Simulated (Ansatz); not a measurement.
**InAs (model structure, started from the beta GaS type, P6₃/mmc, No. 194, 8 atoms in the cell)**

Calculation: PBEsol (PAW; Ansatz, a first-principles code).

Numerical settings: plane-wave cutoff 500 eV, 12×12×4 k mesh (along the axes of the cell as run), Fermi–Dirac smearing 0.05 eV, scalar-relativistic PAW data made under PBE.

Cell (relaxed at this level):

```
InAs
1.0
    4.34551     0.00000     0.00000
   -2.17276     3.76333     0.00000
    0.00000     0.00000    13.90127
In As
4 4
Direct
  0.33333   0.66667   0.07524
  0.66667   0.33333   0.57524
  0.66667   0.33333   0.92476
  0.33333   0.66667   0.42476
  0.33333   0.66667   0.63962
  0.66667   0.33333   0.13962
  0.66667   0.33333   0.36038
  0.33333   0.66667   0.86038
```

| Item | Value |
|---|---|
| band gap | none |

Note: the relaxation could raise the start's symmetry but not lower it, so the cell can be a saddle point; the cell has widely spaced layers and the level no dispersion term, so their spacing and the moduli can rest on weak binding.

Spin–orbit coupling is not included.

The computed numbers hold no vibrational or temperature effects.

It cost very roughly 21 core-minutes of CPU time.

A model structure was made by putting elements into a prototype or built by hand; it is no filed structure, need not be a known phase, and can be a saddle point held by its symmetry.
